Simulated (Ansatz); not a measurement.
# Short convergence ladders for RbP2Ru2 (I4mm, 5 atoms in the cell)

```xyz
5
Lattice="-2.0098 2.0098 6.5861 2.0098 -2.0098 6.5861 2.0098 2.0098 -6.5861" Properties=species:S:1:pos:R:3 pbc="T T T"
Rb     0.0000     0.0000     0.0500
P      0.0000     0.0000     4.3928
P      0.0000     0.0000     8.7794
Ru     0.0000     2.0098     3.2930
Ru     2.0098     0.0000     3.2930
```

Base method: PBEsol, default PAW files made with PBE (plane waves; Ansatz, a first-principles code).

Base settings: basis.ecutwfc = 420 eV; kpoints.mp_grid.grid = 8 8 8; hamiltonian.xc = pbesol; hamiltonian.pseudopotentials = {kind: paw} (the program's default PAW files); scf.occupations.method = fermi_dirac; scf.occupations.width = 0.1 eV.

The count of work is k-points × plane waves × bands × iterations; it is no time. Core times come from one kind of shared machine, to one figure; runs under 30 s give none.

**Shifted k-point meshes**

In this ladder: kpoints.mp_grid.shift = 0.5 0.5 0.5.

Only quantities that move along the ladder and can be compared are tabulated.

```tsv
kpoints.mp_grid.grid	free energy less the last step's (meV/atom)	pressure (GPa)	largest difference of a force vector from the last step's (eV/Å)	count of work / last	core time / last (rough)
2 2 2	-44.06	-1.33	0.686	0.0047	–
4 4 4	-11.44	-0.81	0.220	0.017	–
6 6 6	1.04	-0.54	0.030	0.044	–
8 8 8	-0.01	-0.50	0.021	0.088	–
10 10 10	-0.30	-0.50	0.000	0.16	–
12 12 12	-0.04	-0.49	0.002	0.25	0.2
15 15 15	-0.01	-0.50	0.000	0.45	0.4
18 18 18	0.01	-0.49	0.000	0.75	0.6
20 20 20	0.00	-0.49	0.000	1.0	1
```

Coarsest kpoints.mp_grid.grid that holds the forces within 0.005 eV/Å of the last step, with all finer ones: 10 10 10, at 0.16 of the last step's count of work; the step before is off by 0.021 eV/Å.

Coarsest kpoints.mp_grid.grid that holds the pressure within 0.1 GPa of the last step, with all finer ones: 6 6 6, at 0.044 of the last step's count of work; the step before is off by 0.32 GPa.

Coarsest kpoints.mp_grid.grid that holds the free energy within 5 meV/atom of the last step, with all finer ones: 6 6 6, at 0.044 of the last step's count of work; the step before is off by 11 meV/atom.

**The width of Fermi-Dirac smearing**

In this ladder: kpoints.mp_grid.grid = 13 13 13.

Narrow widths need finer meshes than wide ones, so the last steps can hold mesh noise.

Only quantities that move along the ladder and can be compared are tabulated; pressure and forces are left out, as mesh noise rules them at narrow widths.

```tsv
scf.occupations.width	free energy less the last step's (meV/atom)	energy extrapolated to zero width less the last step's (meV/atom)
1 eV	-852.15	52.31
0.5 eV	-189.79	9.03
0.3 eV	-61.45	1.30
0.2 eV	-22.70	0.45
0.1 eV	0.00	0.00
```

Widest scf.occupations.width that holds the energy extrapolated to zero width within 1 meV/atom of the last step, with all finer ones: 0.2 eV; the step before is off by 1.3 meV/atom.

Widest scf.occupations.width that holds the free energy within 5 meV/atom: not settled: the last two steps still differ by 23 meV/atom, over half the tolerance, so the ladder does not show it.

The extrapolation to zero width removes most of the smearing's effect on the energy.

**The mesh under tetrahedron occupations**

In this ladder: scf.occupations.method = tetrahedron; scf.occupations.width = default.

Only quantities that move along the ladder and can be compared are tabulated.

| kpoints.mp_grid.grid | free energy less the last step's (meV/atom) | largest difference of a force vector from the last step's (eV/Å) | count of work / last | core time / last (rough) |
|---|---|---|---|---|
| 5 5 5 | -2.78 | 0.101 | 0.022 | – |
| 6 6 6 | 1.77 | 0.079 | 0.036 | – |
| 7 7 7 | 0.81 | 0.011 | 0.048 | – |
| 9 9 9 | 0.04 | 0.003 | 0.090 | – |
| 11 11 11 | 0.14 | 0.006 | 0.15 | 0.2 |
| 14 14 14 | -0.02 | 0.001 | 0.29 | 0.3 |
| 17 17 17 | -0.05 | 0.000 | 0.49 | 0.6 |
| 22 22 22 | 0.00 | 0.000 | 1.0 | 1 |

Coarsest kpoints.mp_grid.grid that holds the forces within 0.005 eV/Å of the last step, with all finer ones: 14 14 14, at 0.29 of the last step's count of work and about 0.3 of the last step's time; the step before is off by 0.006 eV/Å.

Coarsest kpoints.mp_grid.grid that holds the free energy within 2 meV/atom of the last step, with all finer ones: 6 6 6, at 0.036 of the last step's count of work; the step before is off by 2.8 meV/atom.

On the base run: the starting cell comes from a database of computed structures (which also holds hypothetical and non-ambient phases and stackings), without a prior relaxation at this level. Its lattice was rescaled by up to half a per cent. One atom was moved a little off its site on purpose. Spin polarisation is off; with an odd number of electrons in the cell that forces a metal, and a magnetic state may lie lower. Ansatz's pressure includes its estimate of the finite-basis (Pulay) stress.

Left out of this page: 1 run of the series outside the window shown, repeating another row's setting, or not comparable.

Keys are those of Ansatz 0.2.
